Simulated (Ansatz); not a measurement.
**Rh (Immm): band-structure transport figures**

Here is the system:

```
Rh
1.0
   -0.00406     1.88615     1.89277
    1.88615    -0.00406     1.89277
    1.88209     1.88209     0.00000
Rh
1
Direct
  0.00000   0.00000   0.00000
```

Level of theory: PBEsol, rigid bands (plane waves, PAW, scalar-relativistic; Ansatz, a first-principles code). Condition of this run: uniaxial stress along [110] of 2 GPa (compression positive) (the target of the relaxation). Cell: cell and atoms relaxed with PBEsol, then loaded as said.

The density of states at the Fermi level is 1.23 states/(eV·cell), both spins and the bare Sommerfeld coefficient comes out as 2.9 mJ/(mol of atoms·K²). The drude plasma energy comes out as 10.3 eV, the root-mean-square Fermi velocity comes out as 6.6e5 m/s and the resistivity times τ is 4.7 ×10⁻²² Ω·m·s. The resistivity times mean free path is 3.2 ×10⁻¹⁶ Ω·m².

A metal at this level (no band gap); rigid bands, thermally averaged at 300 K, both spins. Spin-orbit coupling is left out. τ is one relaxation time for all states; the product of resistivity and mean free path takes one path for all states instead.
